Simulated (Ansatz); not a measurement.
## What biaxial strain +1.67 %, plane normal [111], relaxed out of plane does to Mg2Ge

Take Mg₂Ge in the anti-fluorite structure (space group Fm-3m, No. 225; a = 6.364 Å) as the base. Axes: x, y, z lie along the cube axes.

One thing is altered: biaxial strain +1.67 %, plane normal [111], relaxed out of plane (Cartesian); in-plane vectors clamped, the third vector and the atoms free.

Level of theory: PBEsol (Ansatz, a program for electronic structure), no spin-orbit coupling. Γ-centred 13×13×13 mesh, Fermi–Dirac width 0.05 eV.

- Volume per atom: 22.05 Å³ (base 21.48 Å³)
- Space group: R-3m (No. 166) (base Fm-3m (No. 225))
- Shortest interatomic distance: 2.744 Å (base 2.756 Å)
- Energy relative to the base (free energy F): +4.4 meV/atom
- Pressure (mean of the normal stresses, compression positive): -1.3 GPa (base 0.0 GPa)
- Band gap: zero (base 0.08 eV)
- Out-of-plane strain: -0.70 % (rough)
- Mean in-plane stress (compression positive): -1.9 GPa (rough)

Without a gap, meshes like the base's 13×13×13 leave anisotropic stresses uncertain by several tenths of a GPa, and small strain energies with them. Whether these cells are dynamically stable was not tested. The final runs are not spin-polarised. A zero or small gap of Mg2Ge can be the functional's error rather than a property of the material.
